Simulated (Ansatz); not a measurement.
Cubic perovskite KMgF3 was calculated with r²SCAN in Ansatz (PAW).

Numerical settings: plane-wave cutoff 600 eV, 6×6×6 k mesh, finite displacements, scalar-relativistic PAW data made under PBE.

Cell (relaxed at this level):

```
KMgF3
1.0
    3.98055     0.00000     0.00000
    0.00000     3.98055     0.00000
    0.00000     0.00000     3.98055
K Mg F
1 1 3
Direct
  0.00000   0.00000   0.00000
  0.50000   0.50000   0.50000
  0.50000   0.00000   0.50000
  0.00000   0.50000   0.50000
  0.50000   0.50000   0.00000
```

Task: Estimate the electronic dielectric constant ε∞ and dielectric constant ε0 (ions relaxed) that the calculation returns.

Result: 
electronic dielectric constant ε∞: 2.03
dielectric constant ε0 (ions relaxed): 6.14

Measured, for comparison: high-frequency dielectric constant 1.85 (room temperature, not corrected to a static lattice; as tabulated in Dubrovin et al. (2021), arXiv:2110.13026); static dielectric constant 5.39 (room temperature, not corrected to a static lattice, our sources range from 5.39 to 6.97; as tabulated in Dubrovin et al. (2021), arXiv:2110.13026). Computed (rounded) less measured: high-frequency dielectric constant +10 %, static dielectric constant not scored (sources differ).

Computing time: very roughly 2.6 core-minutes.

Ansatz is a program for electronic structure.
